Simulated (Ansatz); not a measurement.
# MgO (Fm-3m): band-edge transport data

Given:

```yaml
crystal:
  lattice:
    - [0.00000, 2.08248, 2.08248]
    - [2.08248, 0.00000, 2.08248]
    - [2.08248, 2.08248, 0.00000]
  atoms:
    - { symbol: Mg, position: [0.00000, 0.00000, 0.00000] }
    - { symbol: O, position: [0.50000, 0.50000, 0.50000] }
```

The numbers are results of r2SCAN, rigid bands (plane waves, PAW, scalar-relativistic; Ansatz, a first-principles code), not measurements. Condition of this run: hydrostatic pressure 5 GPa (the target of the relaxation). Geometry: cell and atoms relaxed with r2SCAN, then loaded as said.

```
Quantity                                                                                                                                                      Result
---------------------------------------------------------------------------------------------------------------------------------------  ---------------------------
band gap                                                                                                                                                     5.98 eV
electron conductivity mass (300 K, dilute)                                                                                                                   0.38 mₑ
hole conductivity mass (300 K, dilute)                                                                                                                        2.2 mₑ
effective density of states N_c (300 K)                                                                                                                  5.9e18 cm⁻³
effective density of states N_v (300 K)                                                                                                                  2.7e20 cm⁻³
density-of-states mass, electrons                                                                                                                            0.38 mₑ
density-of-states mass, holes                                                                                                                                 4.9 mₑ
Seebeck coefficient, n-type 1e19 cm⁻³, 300 K                                                                                                               -181 μV/K
best n-type power factor at 300 K for τ = 10 fs (best axis; densities from 1e16 to 1e21 cm⁻³ tried, whether or not they can be reached)  2.5 μW/(cm·K²) at 3e19 cm⁻³
Seebeck coefficient, p-type 1e19 cm⁻³, 300 K                                                                                                                501 μV/K
```

Rigid bands; masses and Seebeck coefficients take one relaxation time τ for all states and one kind of carrier; polarons and phonon drag are left out. Spin-orbit coupling is left out.
